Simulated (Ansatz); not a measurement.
Data:

```
ZnS
1.0
    0.00000     2.67815     2.67815
    2.67815     0.00000     2.67815
    2.67815     2.67815     0.00000
Zn S
1 1
Cartesian
  0.00000   0.00000   0.00000
  1.33908   1.33908   1.33908
```

The numbers are results of PBEsol with spin-orbit coupling, rigid bands (plane waves, PAW; Ansatz, a first-principles code), not measurements. Geometry: cell and atoms relaxed with PBEsol.

### Question
What conductivity effective mass do dilute holes have at 300 K?

### Answer
0.84 mₑ.

### Question
What conductivity effective mass do dilute electrons have at 300 K?

### Answer
0.179 mₑ.

### Question
And the band gap?

### Answer
2.07 eV at this level; semilocal functionals usually fall short of the measured gap.

Rigid bands, one relaxation time for all states, no polarons.
